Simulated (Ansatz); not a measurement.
Consider GaN in the wurtzite structure (space group P6_3mc, No. 186; a = 3.183 Å, c = 5.184 Å). Axes: x lies along a and z along c of the hexagonal cell.

Method: r2SCAN in Ansatz (plane waves to 500 eV, PAW, scalar-relativistic without spin-orbit coupling), earlier PAW set.

Base values:

| Item | Value |
|---|---|
| Band gap | 2.35 eV |
| Shortest interatomic distance | 1.946 Å |

Modification: strain tensor (xx, yy, zz, yz, xz, xy) = (+0.23, +1.33, +0.37, −0.29, −0.73, +0.68) %; the atoms relax in the strained cell.

What does the calculation give for the energy relative to the base, band gap and shortest interatomic distance after the change?

The energy grows by 4.7 meV/atom; the band gap falls by 0.185 eV, from 2.35 eV to 2.17 eV; the shortest interatomic distance grows by 0.0066 Å (1.946 Å → 1.952 Å).

No phonon test of stability was made.

Ansatz is an electronic-structure program.
